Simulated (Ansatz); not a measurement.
```yaml
crystal:
  lattice:
    - [0.00000, 2.64872, 2.64872]
    - [2.64872, 0.00000, 2.64872]
    - [2.64872, 2.64872, 0.00000]
  atoms:
    - { symbol: Cd, position: [0.00000, 0.00000, 0.00000] }
    - { symbol: F, position: [0.25000, 0.25000, 0.25000] }
    - { symbol: F, position: [0.75000, 0.75000, 0.75000] }
```

List the harmonic phonon frequencies (cm⁻¹; finite displacements on a 6×6×6 mesh, DFT at the LDA level (Ansatz, a quantum-chemistry and plane-wave program), k mesh 6×6×6) at q = (0.000, 0.000, -0.500), (0.000, 0.167, -0.500), (0.000, 0.167, 0.333), in fractions of this cell's reciprocal vectors. At Γ leave out the LO-TO shift.


- (0.000, 0.000, -0.500): 88, 88, 187, 266, 266, 299, 299, 307, 361
- (0.000, 0.167, -0.500): 92, 111, 177, 216, 228, 262, 329, 336, 384
- (0.000, 0.167, 0.333): 71, 83, 150, 215, 231, 254, 337, 338, 391

The PAW data sets were generated under PBE and serve the other functionals too.
